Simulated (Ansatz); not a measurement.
A self-consistent single point of LaNi2Ge2 (I4mm, 5 atoms in the cell) with Ansatz (a program for electronic structure).

Level of theory: LDA (PW92), default PAW files made with PBE (plane waves; Ansatz).

The change in words: lattice scaled by 0.98; basis.ecutwfc: 30.9 Ry → 24.6 Ry. Reference geometry:
```
La(NiGe)2
1.0
   -2.09844     2.09844     4.95560
    2.09844    -2.09844     4.95560
    2.09844     2.09844    -4.95560
La Ni Ge
1 2 2
Direct
  0.00505   0.00505   0.00000
  0.25000   0.75000   0.50000
  0.75000   0.25000   0.50000
  0.63661   0.63661   0.00000
  0.36339   0.36339   0.00000
```

Reference input (self-consistent single point, DFT, LDA (PW92), plane waves, default PAW files made with PBE): basis.ecutwfc = 30.9 Ry; kpoints.mp_grid.grid = 6 6 6; hamiltonian.xc = lda; hamiltonian.pseudopotentials = {kind: paw} (the program's default PAW files); scf.occupations.method = gaussian; scf.occupations.width = 0.0073 Ry. This run's input differs from it in these lines:

Ansatz 0.2 input:
```diff
@@ -2,5 +2,5 @@
   lattice:
-    - [-2.098441, 2.098441, 4.955597]
-    - [2.098441, -2.098441, 4.955597]
-    - [2.098441, 2.098441, -4.955597]
+    - [-2.056472, 2.056472, 4.856485]
+    - [2.056472, -2.056472, 4.856485]
+    - [2.056472, 2.056472, -4.856485]
   atoms:
@@ -12,3 +12,3 @@
 basis:
-  ecutwfc: 30.9 Ry
+  ecutwfc: 24.6 Ry
 kpoints:
```

Output (repeated stretches shortened):

```
SCF iter   1: F=—  HF=-26057.881454 eV  |F-HF|=—  |Δ(HF+E_count)|=         —  Δρ=9.58e-3  dr2=3.60e-2  ethr=1.77e-3  ⟨swp⟩=5.5  Hψ=4464  notcnv=0
all-band conjugate gradients solve this SCF's bands
preconditioner: auto → Kerker (q_TF=auto, 2.687 Å⁻¹)
SCF iter   2: F=—  HF=-26057.861430 eV  |F-HF|=—  |Δ(HF+E_count)|=   2.00e-2  Δρ=4.11e-3  dr2=2.35e-2  ethr=4.80e-5  ⟨swp⟩=2.0  Hψ=2797  notcnv=0  defer=3
   [... lines left out ...]
SCF iter   5: F=—  HF=-26057.855167 eV  |F-HF|=—  |Δ(HF+E_count)|=   1.35e-5  Δρ=2.52e-4  dr2=4.25e-5  ethr=3.45e-7  ⟨swp⟩=3.0  Hψ=2556  notcnv=0  defer=3
SCF iter   6: F=—  HF=-26057.855110 eV  |F-HF|=—  |Δ(HF+E_count)|=   5.66e-5  Δρ=4.97e-5  dr2=4.29e-6  ethr=5.67e-8  ⟨swp⟩=3.0  Hψ=2302  notcnv=0  defer=3
SCF iter   7: F=—  HF=-26057.855111 eV  |F-HF|=—  |Δ(HF+E_count)|=   5.31e-7  Δρ=1.77e-5  dr2=1.91e-7  ethr=5.72e-9  ⟨swp⟩=2.0  Hψ=1928  notcnv=0  defer=3
SCF iter   8: F=-26057.855110 eV  HF=-26057.855110 eV  |F-HF|=1.15e-8  |Δ(HF+E_count)|=   3.05e-8  Δρ=3.30e-6  dr2=1.66e-8  ethr=1.33e-10  ⟨swp⟩=9.1  Hψ=5808  notcnv=0
SCF 1 converged in 8 iterations: F = -26057.855110 eV  dr2 = 1.66e-8
Free energy (F): -26057.855110 eV
Internal energy: -26057.834914 eV  (E = F + TS)
E sigma→0 (E₀):  -26057.845012 eV
Entropy (-TS):   -0.020197 eV (-4.039 meV/atom)
Fermi energy:    14.554426 eV
--- Forces (eV/Å), atoms counted from 1 ---
  atom   1  La    -0.00000000     0.00000000    -0.30679523
  atom   2  Ni     0.00000000     0.00000000     0.07968939
  atom   3  Ni     0.00000000    -0.00000000     0.07968939
  atom   4  Ge    -0.00000000     0.00000000    -0.09788209
  atom   5  Ge     0.00000000    -0.00000000     0.24531175
--- Stress (GPa, compression-positive) ---
        0.688984      -0.000000       0.000000
       -0.000000       0.688984      -0.000000
       -0.000000      -0.000000       0.046746
  P = ⅓ Tr σ = 0.4749 GPa (4.749 kbar)
  The stress holds the Pulay correction. Without it, at fixed plane waves, as pw.x and ABINIT print it: P = -3.5360 GPa
```

The run converged in 8 iterations. Against the reference run the free energy goes up by 11.9 meV/atom, the pressure goes from -6.92 to 0.47 GPa and the largest force goes from 0.235 to 0.307 eV/Å.

The starting cell comes from a database of computed structures (which also holds hypothetical and non-ambient phases and stackings), without a prior relaxation at this level. Its lattice was rescaled by up to half a per cent. One atom was moved a little off its site on purpose. For this run, on top of that: lattice scaled by 0.98. Spin polarisation is off. Ansatz's pressure includes its estimate of the finite-basis (Pulay) stress. Without the estimate this run gives -3.54 GPa. The cutoff lies below the one recommended for these files.
